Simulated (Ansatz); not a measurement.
The starting structures come from a database of crystals and need not be the phases stable at ambient conditions.

 Where the default PAW files enter, the runs use the earlier of Ansatz's two default sets.

By PBEsol, the system below comes out a metal.

A figure of merit of an interconnect metal is its ballistic conductance per area.

Input:

```yaml
crystal:
  lattice:
    - [5.14112, 0.00000, 0.00000]
    - [-2.57056, 4.45234, 0.00000]
    - [0.00000, 0.00000, 4.18759]
  atoms:
    - { symbol: Co, position: [0.50000, 0.50000, 0.00000] }
    - { symbol: Co, position: [0.00000, 0.50000, 0.00000] }
    - { symbol: Co, position: [0.50000, 0.00000, 0.00000] }
    - { symbol: Sn, position: [0.66667, 0.33333, 0.50000] }
    - { symbol: Sn, position: [0.33333, 0.66667, 0.50000] }
    - { symbol: Sn, position: [0.00000, 0.00000, 0.00000] }
```

Space group of this cell: P6/mmm. The cell is strained (lengths across the current scaled by 0.98, ions clamped); by PBEsol its mean pressure is 4.0 GPa.

The current flows along the normal of the first two printed cell vectors, the (001) (indices of the unstrained crystal) plane of the conventional cell. No spin-orbit coupling; the value is a mean over 0.1 eV about the Fermi level.

### Question
Give the ballistic conductance per area that PBEsol in Ansatz (a program for electronic structure) yields.

### Answer
0.96 × 10¹⁵ S/m² for both spins.
